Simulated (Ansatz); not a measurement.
The reference is KCl in the rock salt structure (space group Fm-3m, No. 225).

```
KCl
1.0
    0.00000     3.19072     3.19072
    3.19072     0.00000     3.19072
    3.19072     3.19072     0.00000
K Cl
1 1
Direct
  0.00000   0.00000   0.00000
  0.50000   0.50000   0.50000
```

Calculations: Ansatz (an electronic-structure program), PBE, PAW, cutoff 420 eV, no spin-orbit coupling.

Base values:

The valley order comes out as Γ 5.05 eV; X along ⟨100⟩ 6.56 eV. The width of the top valence band is 0.45 eV. The electron mass is 0.45 mₑ (at Γ).

Perturbation: the cell is scaled by 0.9700 in all directions; the atoms relax in the strained cell.

What does the calculation give for the valley order, width of the top valence band, electron mass and mean gap deformation potential ΔEg/Δln V after the change?

The valley order (the lowest conduction-band minima on the path, energy above the VBM, named in the base's zone) changes from Γ 5.05 eV; X along ⟨100⟩ 6.56 eV to Γ 5.37 eV; X along ⟨100⟩ 6.48 eV; the width of the top valence band increases by 0.05 eV to 0.50 eV; the electron mass becomes 0.44 mₑ (at Γ) (base: 0.45 mₑ (at Γ)); the mean gap deformation potential ΔEg/Δln V amounts to -3.5 eV.

Masses are band curvatures over ±0.01 Å⁻¹ around the edge. No phonon test of stability was made.
